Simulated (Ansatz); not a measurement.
Functionals compared on a constructed model of the (110) surface of bcc W, a pseudomorphic layer of Pt in the host's stacking (bottom of the slab: a bare face, its two planes held), in Ansatz (plane waves, PAW). The structure was relaxed with PBE; the other rows are single points on it. Cutoff 420 eV (500 eV for r2SCAN).

Slab: 7 atoms, 13.9 Å thick at the start with caps and adatoms (thin: gaps and levels are the slab's own); k 14x14x1, smearing 0.1 eV, dipole-corrected; 2 atoms held, the rest relaxed; held to the start's symmetry, so lower structures may exist; no spin, no spin-orbit, no U. It is one candidate, not shown to be the stable structure of the face. These notes are the PBE run's.

```json
[
 {"functional": "PBE", "work function of the top face (eV)": "4.94", "rough cost of the single point": "–"},
 {"functional": "RPBE", "work function of the top face (eV)": "…", "rough cost of the single point": "very roughly 40 core-seconds"},
 {"functional": "r2SCAN", "work function of the top face (eV)": "4.90", "rough cost of the single point": "around 80 core-seconds (rough)"}
]
```

Task: Fill in the missing entries.

Result: 
- RPBE, work function of the top face (eV): 4.76

Ansatz is an electronic-structure program.
